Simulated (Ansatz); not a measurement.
GaSe: pressure series

Take GaSe in the beta-GaS type structure (space group P6_3/mmc, No. 194; a = 3.7049 Å, c = 15.5079 Å; layered, stacked along the Cartesian z axis) as the base.

Cell and atoms are relaxed at each pressure.

All numbers come from PBEsol-D3(BJ) (Ansatz, a first-principles code), no spin-orbit coupling, earlier PAW set.

For the base:

Band gap: 0.82 eV

Task: The aim is a band gap between 0.52 eV and 0.57 eV. Which of these changes reaches it?
A. pressure 4.2 GPa
B. pressure 9 GPa
C. pressure 1.8 GPa

Result: A, pressure 4.2 GPa. It gives 0.55 eV; pressure 9 GPa gives 0.21 eV; pressure 1.8 GPa gives 0.70 eV. Changes not listed may reach it too

Load acts through the strain it causes; cell and atoms are relaxed under it. Whether these cells are dynamically stable was not tested. Competing high-pressure phases were not computed. A zero or small gap of GaSe under pressure 9 GPa can be the functional's error rather than a property of the material.
